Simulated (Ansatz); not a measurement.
Take TiP in the zinc blende structure (space group F-43m, No. 216; a = 5.554 Å; a hypothetical phase, not in the database extracts checked; relaxed with 0.1 eV smearing) as the base. Axes: x, y, z lie along the cube axes.

Computed with DFT with PBE, PAW potentials and a 420 eV plane-wave cutoff in Ansatz (a first-principles code), no SOC.

The change: a pure shear with ε_xy = ε_yx = 0.0316, atoms relaxed at fixed cell.

Question: Predict the stress tensor and what it implies for the stiffness.

Answer: Stress of the strained cell less that of the base (GPa, compression positive):
```
   -0.1    -0.4     0.0
   -0.4    -0.1     0.0
    0.0     0.0    -0.4
```

Then −Δσ/γ with γ = 2ε = 0.0632 gives secant stiffness values (nonlinear terms included at this strain): C66 ≈ 6.6 GPa.

No phonon test of stability was made. The final runs are not spin-polarised. TiP has a high density of states at the Fermi level and may be magnetic at this level.
